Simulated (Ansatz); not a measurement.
The reference is MoSe₂ in the 2H-MoS2 type structure (space group P6_3/mmc, No. 194; a = 3.277 Å, c = 12.732 Å; layered, stacked along the Cartesian z axis).

The values are results of Kohn–Sham DFT with the PBE-D3(BJ) functional, run in Ansatz (a quantum-chemistry and plane-wave program) with PAW and 420 eV plane waves, no spin-orbit coupling, not measurements.

```csv
level,band gap,lattice parameter a,lattice parameter c
PBE-D3(BJ),0.74 eV,3.277 Å,12.732 Å
```

Problem. What does experiment give, and how far off is each level?

Solution. Measured: band gap 1.09 eV (room temperature; as listed in Carlos M. O. Bastos et al., Physical Review Materials (2019)); lattice parameter a 3.289 Å (room temperature; as listed in arXiv:1605.07067); lattice parameter c 12.927 Å (room temperature; as listed in arXiv:1605.07067). Computed minus measured — band gap: PBE-D3(BJ) -0.35 eV; lattice parameter a: PBE-D3(BJ) -0.4 %; lattice parameter c: PBE-D3(BJ) -1.5 %. Measured values not marked as corrected hold thermal and zero-point effects that the static-lattice runs lack. A measured gap can be an optical one, lowered by exciton binding. Levels without spin-orbit coupling miss its effect on the gap.

No phonon test of stability was made.
